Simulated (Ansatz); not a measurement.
The cell is made up: elements placed on another compound's structure type, so the phase may be hypothetical.

By PBEsol, the system below comes out a metal.

A figure of merit of an interconnect metal is its ballistic conductance per area.

Input:

```
InPt3C
1.0
    4.20956     0.00000     0.00000
    0.00000     5.95322     0.00000
    0.00000     2.97661     2.97661
In Pt C
1 3 1
Direct
  0.00000   0.00000   0.00000
  0.50000   0.00000   0.50000
  0.50000   0.50000   0.50000
  0.00000   0.50000   0.00000
  0.50000   0.50000   0.00000
```

Space group of this cell: Pm-3m, anti-perovskite. The cell was relaxed by PBE-D3(BJ); by PBEsol its mean pressure is -1.8 GPa.

The current flows along the normal of the first two printed cell vectors. No spin-orbit coupling; the value is a mean over 0.1 eV about the Fermi level.

Question: Estimate the ballistic conductance per area that PBEsol (Ansatz, an electronic-structure program) returns for this system.

Answer: 0.60 × 10¹⁵ S/m² for both spins.
